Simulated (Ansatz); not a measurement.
Input:

```xyz
2
Lattice="0.0000 2.6405 2.6405 2.6405 0.0000 2.6405 2.6405 2.6405 0.0000" Properties=species:S:1:pos:R:3 pbc="T T T"
Si     0.0000     0.0000     0.0000
Si     1.3202     1.3202     1.3202
```

No spin polarisation.

Calculations: Ansatz (a quantum-chemistry and plane-wave program), r2SCAN, PAW, cutoff 500 eV, no spin-orbit coupling. Settings: 10×10×10 k-points, 0.05 eV Fermi–Dirac smearing.

Predict the gap character, pressure, band gap and electron mass.

The gap character comes out as indirect, Γ → Γ–X (87 % along), the pressure comes out as 10.71 GPa and the band gap comes out as 0.60 eV. The electron mass comes out as 0.92 mₑ along k, 0.18 mₑ across (off the special points).

The cells carry an imposed strain or load. Effective masses come from finite differences of ±0.01 Å⁻¹. Along k means along the line from Γ to the band edge. Stability against distortions was not tested. The cell was made from Si in the diamond structure (space group Fd-3m, No. 227) by this change: isotropic strain −3.00 %.
